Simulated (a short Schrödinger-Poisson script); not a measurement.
MOS inversion layer, SiO2 on p-type Si(100)

Stack: MOS inversion layer, SiO2 on p-type Si(100), at 150 K.

```tsv
layer	material	thickness (nm)	Na (cm⁻³)
1	SiO2	3.4	-
2	Si	340	1.6e18
```

Constants are typed, rounded textbook-type inputs, not results; the design itself was drawn at random and stands for no fabricated device. SiO2: permittivity 3.9, conduction-band edge (eV) 3.15, gap (eV) 9, electron mass (mₑ) 0.5. Si: permittivity 11.7, conduction-band edge (eV) 0, gap (eV) 1.124, Nv at 300 K (cm⁻³) 3.1e19.

Channel valleys (confinement mass, in-plane density-of-states mass, number): Δ2 0.916, 0.19, 2; Δ4 0.19, 0.417, 4. At the gate the conduction-band edge of layer 1 lies 3.36 eV − eVg above the Fermi level of the channel; the field vanishes at the back. Gaps are held at their typed values at every temperature. Mesh 0.03 nm at interfaces.

Solved with a short Schrödinger-Poisson script written for these runs: 1D Poisson equation in equilibrium, electrons quantum, Hartree (BenDaniel-Duke, 12 states a valley, the channel's in-plane mass for all, wave functions free to enter the dielectric), parabolic valleys, classical holes, full ionisation, no traps, pinning or gate leakage.

| Vg (V) | electrons (cm⁻²) | C (μF/cm²) | Δ2 E0 (meV) | Δ2 E1 (meV) | Δ4 E0 (meV) | Δ4 E1 (meV) |
|---|---|---|---|---|---|---|
| 0.9 | 2.85e6 | 0.264 | 174.6 | 274.2 | 245.5 | 409.0 |
| 1.05 | 1.03e10 | 0.316 | 68.7 | 172.0 | 141.9 | 312.0 |
| 1.2 | 4.78e11 | 0.802 | 17.5 | 123.7 | 92.7 | 266.3 |
| 1.35 | 1.24e12 | 0.870 | 2.6 | 111.1 | 79.4 | 254.6 |
| 1.5 | 2.06e12 | 0.891 | -6.7 | 104.0 | 71.6 | 248.2 |
| 1.65 | 2.89e12 | 0.901 | -14.1 | 98.7 | 65.7 | 243.5 |
| 1.8 | 3.73e12 | 0.907 | -20.6 | 94.3 | 60.6 | 239.6 |
| 1.95 | 4.57e12 | 0.911 | -26.5 | 90.4 | 56.1 | 236.1 |
| 2.1 | 5.42e12 | 0.914 | -32.1 | 86.8 | 51.8 | 233.0 |
| 2.25 | 6.28e12 | 0.917 | -37.4 | 83.4 | 47.8 | 230.1 |
| 2.4 | 7.13e12 | 0.920 | -42.6 | 80.3 | 44.0 | 227.4 |
| 2.55 | 7.99e12 | 0.922 | -47.5 | 77.4 | 40.4 | 224.8 |
| 2.7 | 8.85e12 | 0.924 | -52.3 | 74.7 | 36.9 | 222.6 |
| 2.85 | 9.72e12 | 0.926 | -57.0 | 72.2 | 33.7 | 220.5 |
| 3 | 1.06e13 | 0.928 | -61.4 | 69.9 | 30.6 | 218.6 |
| 3.15 | 1.15e13 | 0.930 | -65.7 | 67.9 | 27.7 | - |

Gate voltages with under 1e6 electrons/cm² are left out.

Subbands count from the Fermi level; a dash marks a level above the dielectric's band edge.
